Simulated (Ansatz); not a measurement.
The reference is SnSe in the GeS type structure (space group Pnma, No. 62; a = 11.5344 Å, b = 4.1208 Å, c = 4.5784 Å; layered, stacked along the Cartesian x axis).

Perturbation: a hydrostatic pressure of 0.9 GPa.

Levels (all Ansatz, a program for electronic structure, PAW, earlier PAW set): r2SCAN+rVV10 (500 eV, no spin-orbit coupling); HSE06 (420 eV, spin-orbit coupling left out).

The geometry is relaxed with r2SCAN+rVV10.

```
Item                     Value
---------------------  -------
r2SCAN+rVV10 band gap  0.79 eV
```

### Question
What does HSE06 give at this geometry for the band gap?

### Answer
The band gap increases by 0.157 eV to 0.94 eV.

Single points use the geometry relaxed with r2SCAN+rVV10. Their cutoffs differ, which shifts pressures a little. HSE06 was sampled on its mesh, a few special points and the semilocal edge points, so its gap is an upper bound. Load acts through the strain it causes; cell and atoms are relaxed under it. Stability against distortions was not tested.
